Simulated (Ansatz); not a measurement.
# Effect of uniaxial strain ε_zz = +0.50 % on Y

The parent structure is Y in the hcp (Mg type) structure (space group P6_3/mmc, No. 194; a = 3.594 Å, c = 5.610 Å; relaxed with 0.1 eV smearing). Axes: x lies along a and z along c of the hexagonal cell.

It is then changed as follows: the cell is stretched by 0.50 % along z with no lateral relaxation; the atoms relax in the strained cell.

Computed with DFT with PBEsol, PAW potentials and a 420 eV plane-wave cutoff in Ansatz (an electronic-structure program), no spin-orbit coupling. Γ-centred 18×18×11 mesh, Fermi–Dirac width 0.1 eV.

| quantity | base | changed | shift |
|---|---|---|---|
| energy relative to the base (free energy F) | 0 meV/atom | +0.2 meV/atom | +0.2 meV/atom |
| pressure (mean of the normal stresses, compression positive) | 0.0 GPa | -0.2 GPa | -0.2 GPa |
| band gap | zero | zero | – |
| stress (xx, yy, zz, yz, xz, xy; compression positive) | – | (-0.1, -0.1, -0.4, 0.0, 0.0, 0.0) GPa | – |

Final structure:

```xyz
2
Lattice="3.5943 0.0000 0.0000 -1.7972 3.1128 0.0000 0.0000 0.0000 5.6380" Properties=species:S:1:pos:R:3 pbc="T T T"
Y      1.7972     1.0376     4.2285
Y      0.0000     2.0752     1.4095
```

No phonon test of stability was made. All final runs are without spin polarisation.
